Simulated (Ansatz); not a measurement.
**K3P, pressure series**

Base system: K₃P (space group P6_3/mmc, No. 194; a = 5.674 Å, c = 10.036 Å; a model cell).

Cell and atoms are relaxed at each pressure.

The values are results of DFT with r2SCAN, PAW potentials and a 500 eV plane-wave cutoff in Ansatz (a quantum-chemistry and plane-wave program), no spin-orbit coupling, not measurements.

For the base:

| Item | Value |
|---|---|
| Band gap | 0.61 eV |

Q: The aim is a band gap between 0.88 eV and 0.93 eV. Which of these changes reaches it?
A) pressure 10 GPa
B) pressure 1.5 GPa
C) pressure 5 GPa
D) pressure 0.7 GPa

A: C, pressure 5 GPa. It gives 0.90 eV; pressure 1.5 GPa gives 0.73 eV; pressure 0.7 GPa gives 0.67 eV; pressure 10 GPa gives 1.03 eV. Changes not listed may reach it too

Load acts through the strain it causes; cell and atoms are relaxed under it. Stability against distortions was not tested. Competing high-pressure phases were not computed.
